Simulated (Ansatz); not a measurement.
Abridged Ansatz (a first-principles code) output:

```
Pseudopotential: Sn, paw, valence charge 14
Pseudopotential: Se, paw, valence charge 16
Crystal: 6 atoms, lattice volume = 164.387 Å³
Basis set: ecut = 420 eV, 3233 PW (Γ), exchange–correlation on 90×90×54 points (8 copies of the dense FFT grid, shifted against one another)
Bands: 52, of which v1, the nominal top of the filled ones, is band 46 counted from 1 (45 counted from 0)
Symmetry: 16 space group operations
k-points: 70 of 588
Functional: x = pbesol(κ = 0.804, μ = 0.12345679012345678), c = pbesol(β = 0.046)
SCF iter   1: F=—  HF=-33597.208568 eV  |F-HF|=—  |Δ(HF+E_count)|=         —  Δρ=2.32e-3  dr2=1.07e-2  ethr=1.77e-3  ⟨swp⟩=6.4  Hψ=13904  notcnv=0  defer=2
SCF iter   2: F=—  HF=-33597.204349 eV  |F-HF|=—  |Δ(HF+E_count)|=   4.22e-3  Δρ=1.25e-3  dr2=2.39e-3  ethr=1.16e-5  ⟨swp⟩=2.0  Hψ=7954  notcnv=0  defer=26
SCF 1 converged in 8 iterations: F = -33597.202431 eV  dr2 = 5.89e-11
SCF converged after 8 iterations
Free energy (F): -33597.202431 eV
Internal energy: -33597.192780 eV  (E = F + TS)
E sigma→0 (E₀):  -33597.197605 eV
Entropy (-TS):   -0.009651 eV (-1.608 meV/atom)
Fermi energy:    7.490433 eV
--- Forces (eV/Å), atoms counted from 1 ---
  atom   1  Sn     0.00000000    -0.00000000     0.00000000
  atom   2  Sn     0.00000000     0.00000000     0.00000000
  atom   3  Se     0.00000051     0.00000051     0.00000000
  atom   4  Se     0.00000051    -0.00000051     0.00000000
  atom   5  Se    -0.00000051     0.00000051     0.00000000
  atom   6  Se    -0.00000051    -0.00000051     0.00000000
--- Stress (GPa, compression-positive) ---
       -0.000603       0.000000       0.000000
        0.000000      -0.000603       0.000000
        0.000000       0.000000       0.002565
  P = ⅓ Tr σ = 0.0005 GPa (0.005 kbar)
```

What was computed, and what are the main results?

SnSe2, 6 atoms in the cell, with PBEsol (Ansatz), no SOC. The last SCF converged to F = -33597.202431 eV, or -5599.5337 eV per atom, at a pressure of 0.00 GPa. The total energy compares only with runs of the same code, potentials and settings.

No phonon test of stability was made. The final runs are not spin-polarised. The cell is SnSe2 in the rutile structure (space group P4_2/mnm, No. 136; a hypothetical phase, not in the database extracts checked).
